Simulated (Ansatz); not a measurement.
Consider TiO₂ in the rutile structure (space group P4_2/mnm, No. 136; a = 4.643 Å, c = 2.964 Å). Axes: x, y, z lie along a, b, c of the conventional cell.

Level of theory: DFT with PBE, PAW potentials and a 420 eV plane-wave cutoff in Ansatz (a quantum-chemistry and plane-wave program), no SOC.

Base values:

| Item | Value |
|---|---|
| Electron mass | 0.58 mₑ along c, 1.2 mₑ across (at Γ) |
| Band gap | 1.86 eV |
| Valence-band top at Γ | 0.00, -0.43, -0.43 eV |

Now apply this change: uniaxial strain ε_zz = −1.20 %, all other strain components held at zero; the atoms relax in the strained cell.

Q: What does the calculation give for the electron mass after the change?

A: The electron mass changes from 0.58 mₑ along c, 1.2 mₑ across (at Γ) to 0.56 mₑ along z, 1.1 mₑ across (at Γ).

Q: Predict the new band gap.

A: The band gap increases by 0.03 eV, from 1.86 eV to 1.89 eV.

Q: What does the calculation give for the valence-band top at Γ after the change?

A: The valence-band top at Γ (three highest levels, from the VBM) stays 0.00, -0.43, -0.43 eV.

Q: How does this affect the energy relative to the base?

A: The energy increases by 2.3 meV/atom.

Masses are band curvatures over ±0.01 Å⁻¹ around the edge. Stability against distortions was not tested. The final runs are not spin-polarised.
